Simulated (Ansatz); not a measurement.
Take SnO in the litharge type structure (space group P4/nmm, No. 129; layered, stacked along the Cartesian z axis) as the base.

```yaml
crystal:
  lattice:
    - [3.79274, 0.00000, 0.00000]
    - [0.00000, 3.79274, 0.00000]
    - [0.00000, 0.00000, 4.76440]
  atoms:
    - { symbol: Sn, position: [0.50000, 0.00000, 0.24062] }
    - { symbol: Sn, position: [0.00000, 0.50000, 0.75938] }
    - { symbol: O, position: [0.00000, 0.00000, 0.00000] }
    - { symbol: O, position: [0.50000, 0.50000, 0.00000] }
```

Cartesian axes are those of the cell as printed.

Method: Ansatz (a first-principles code), r2SCAN+rVV10, PAW, cutoff 500 eV, scalar-relativistic without spin-orbit coupling, earlier PAW set.

Strains are applied to the cell and any free atomic positions relax.

One change was made to it. Results:

```json
[
 {"quantity": "energy relative to the base (free energy F)", "base": "0 meV/atom", "after": "+1.0 meV/atom"},
 {"quantity": "largest internal atomic displacement", "base": "–", "after": "0.020 Å"},
 {"quantity": "pressure (mean of the normal stresses, compression positive)", "base": "0.0 GPa", "after": "0.5 GPa"}
]
```

Problem. Which change produced these results?
A) isotropic strain −5.80 %
B) uniaxial strain ε_zz = −2.07 %
C) strain tensor (xx, yy, zz, yz, xz, xy) = (−2.28, +0.55, +0.31, −0.16, −1.07, +0.88) %

Solution. B, uniaxial strain ε_zz = −2.07 %. For comparison, the energy relative to the base in the other runs: strain tensor (xx, yy, zz, yz, xz, xy) = (−2.28, +0.55, +0.31, −0.16, −1.07, +0.88) % gives +4.3 meV/atom; isotropic strain −5.80 % gives +101 meV/atom.

A case with no gap was solved on a k-mesh chosen for an insulator, which is coarse for it. No phonon test of stability was made. The final runs are not spin-polarised.
